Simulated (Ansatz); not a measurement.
Consider PbSe in the rock salt structure (space group Fm-3m, No. 225; a = 6.102 Å). Axes: x, y, z lie along the cube axes.

Structures relaxed with Ansatz (a quantum-chemistry and plane-wave program), PBEsol, PAW, cutoff 420 eV, scalar-relativistic without spin-orbit coupling.

Base:

Simulated powder pattern, Cu Kα, λ = 1.54184 Å (kinematic, ideal powder, no thermal factors, no anomalous dispersion; the 8 strongest lines at most, above 2 %, up to 2θ = 90°):

| 2θ (°) | I/Imax (%) | hkl |
|---|---|---|
| 25.28 | 36 | (111) |
| 29.27 | 100 | (200) |
| 41.88 | 77 | (220) |
| 49.55 | 19 | (311) |
| 51.91 | 28 | (222) |
| 60.71 | 13 | (400) |
| 68.81 | 36 | (420) |
| 76.48 | 27 | (422) |

After one change:

Simulated powder pattern, Cu Kα, λ = 1.54184 Å (kinematic, ideal powder, no thermal factors, no anomalous dispersion; the 8 strongest lines at most, above 2 %, up to 2θ = 90°):

| 2θ (°) | I/Imax (%) |
|---|---|
| 24.99 | 18 |
| 25.58 | 17 |
| 29.28 | 100 |
| 41.14 | 13 |
| 41.89 | 51 |
| 42.64 | 12 |
| 51.29 | 14 |
| 52.56 | 13 |

Q: Which change produced these results?
A) tensor shear ε_xy = +2.00 %
B) tensor shear ε_xy = +1.43 %
C) tensor shear ε_xy = +1.71 %
D) tensor shear ε_xy = +0.57 %

A: C, tensor shear ε_xy = +1.71 %. Its volume per atom is 28.39 Å³ against 28.39 Å³, and its space group is Immm (No. 71).

The cells carry an imposed strain or load. Whether these cells are dynamically stable was not tested. All final runs are without spin polarisation.
